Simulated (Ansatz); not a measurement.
## BAs, pressure series

Consider BAs in the zinc blende structure (space group F-43m, No. 216).

```cif
data_AsB
_chemical_formula_sum 'As1 B1'
_space_group_name_H-M_alt 'P 1'
_space_group_IT_number 1
_cell_length_a 3.40073
_cell_length_b 3.40073
_cell_length_c 3.40073
_cell_angle_alpha 60.000
_cell_angle_beta 60.000
_cell_angle_gamma 60.000
loop_
_space_group_symop_operation_xyz
  'x, y, z'
loop_
_atom_site_label
_atom_site_type_symbol
_atom_site_fract_x
_atom_site_fract_y
_atom_site_fract_z
_atom_site_occupancy
As1 As 0.75000 0.75000 0.75000 1
B1 B 0.00000 0.00000 0.00000 1
```

Cell and atoms are relaxed at each pressure.

Computed with DFT with PBE, PAW potentials and a 420 eV plane-wave cutoff in Ansatz (an electronic-structure program), scalar-relativistic without spin-orbit coupling, earlier PAW set.

Notes on the quantities. enthalpy: H = E + PV relative to the base's energy.

```tsv
case	band gap	smallest direct gap	lattice parameter a	enthalpy
base	1.21 eV	3.25 eV	4.809 Å	–
pressure −2 GPa	1.22 eV	3.24 eV	4.834 Å	-0.17 eV/atom
pressure −1 GPa	1.22 eV	3.25 eV	4.822 Å	-0.09 eV/atom
pressure 0.3 GPa	1.21 eV	3.26 eV	4.806 Å	+0.03 eV/atom
pressure 0.7 GPa	1.20 eV	3.26 eV	4.801 Å	+0.06 eV/atom
pressure 1.5 GPa	1.20 eV	(withheld)	4.791 Å	+0.13 eV/atom
pressure 3 GPa	1.19 eV	(withheld)	4.774 Å	+0.26 eV/atom
pressure 5 GPa	1.17 eV	3.30 eV	4.753 Å	+0.43 eV/atom
pressure 7.5 GPa	1.16 eV	3.32 eV	4.728 Å	+0.63 eV/atom
pressure 10 GPa	1.14 eV	3.34 eV	4.704 Å	+0.84 eV/atom
```

What belongs in the blanks?


- pressure 1.5 GPa, smallest direct gap: 3.27 eV
- pressure 3 GPa, smallest direct gap: 3.28 eV

Load acts through the strain it causes; cell and atoms are relaxed under it. Whether these cells are dynamically stable was not tested. Competing high-pressure phases were not computed.
